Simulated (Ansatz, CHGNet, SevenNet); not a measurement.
## C axis length of HgS (P3₂21, No. 154, 6 atoms in the cell; start COD 9012082) at several levels of theory

No measured value is used here.

```json
[
 {"level (code)": "CHGNet 0.3.0", "value (Å)": "9.918"},
 {"level (code)": "SevenNet-0", "value (Å)": "9.778"},
 {"level (code)": "SevenNet-l3i5", "value (Å)": "9.768"},
 {"level (code)": "LDA (Ansatz)", "value (Å)": "___"},
 {"level (code)": "PBE (Ansatz)", "value (Å)": "9.749"},
 {"level (code)": "PBEsol (Ansatz)", "value (Å)": "9.409"},
 {"level (code)": "PBE-D3(BJ) (Ansatz)", "value (Å)": "___"}
]
```

Problem. What belongs in the gaps?

Solution. 
- LDA (Ansatz, a quantum-chemistry and plane-wave program), value (Å): 9.284
- PBE-D3(BJ) (Ansatz), value (Å): 9.506

Density-functional levels without +SOC have no spin–orbit coupling. CHGNet 0.3.0, SevenNet-0, SevenNet-l3i5, PBE, PBE-D3(BJ): the relaxation could not lower the start's symmetry, so the cell can be a saddle point above a distorted one. Ansatz's density-functional and Hartree–Fock values are scalar-relativistic unless marked +SOC, with PAW data made under PBE.

Machine-learned potentials (CHGNet 0.3.0, SevenNet-0, SevenNet-l3i5) are trained on DFT data: a solid inside that data is no test of them.
